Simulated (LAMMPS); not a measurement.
LAMMPS 22 Jul 2025, classical MD, Stillinger-Weber (GaN.sw): GaN, 5832 atoms.

```json
{
  "task": "MD, nve",
  "potential": "Stillinger-Weber, GaN.sw",
  "copies_of_the_repeat_unit": "9×9×9",
  "shape (slab and sphere leave vacuum in the box)": "bulk",
  "neighbor_skin": "2 Å",
  "neigh_modify": "every 1 delay 0 check yes",
  "newton": "on (default)",
  "atom_modify sort (bins of 2 Å where set)": "1000 (default)",
  "comm_style": "brick (default)",
  "box": "28.7 × 49.7 × 46.7 Å",
  "start": "generated wurtzite lattice, warmed in an untimed run"
}
```

All runs start from one configuration, warmed at this fixed volume for 1000 steps under a thermostat at 600 K. The run at the shortest step has a mean temperature of 598 K and a mean pressure of 2.9 GPa.

Each run covers about 2.0 ps at constant energy (mean temperature 598 K at the shortest step); σ is the standard deviation over the printed steps. One run each, on a shared machine, so no times are given.

Steps tried: 0.5 fs, 1 fs, 2 fs, 2.5 fs, 4 fs, 5 fs, 8 fs, 10 fs, 16 fs, 20 fs, 32 fs.

Question: What is the longest step at which the total energy fluctuates by under 1 % of the kinetic energy's fluctuation?

Answer: 1 fs. The run fails or blows up at 10 fs, 16 fs, 20 fs, 32 fs.

| time step | σ(E total)/σ(E kinetic) | last minus first total energy (meV/atom) | mean temperature (K) |
|---|---|---|---|
| 0.5 fs | 0.00094 | under 0.001 | 598 |
| 1 fs | 0.0037 | +0.0014 | 597 |
| 2 fs | 0.015 | under 0.001 | 594 |
| 2.5 fs | 0.026 | +0.015 | 592 |
| 4 fs | 0.073 | +0.13 | 582 |
| 5 fs | 0.14 | +0.39 | 574 |
| 8 fs | 0.60 | +5.3 | 538 |
| 10 fs | stops: Lost atoms | — | — |
| 16 fs | stops: Lost atoms | — | — |
| 20 fs | stops: Lost atoms | — | — |
| 32 fs | stops: Lost atoms | — | — |

The bar is a choice.
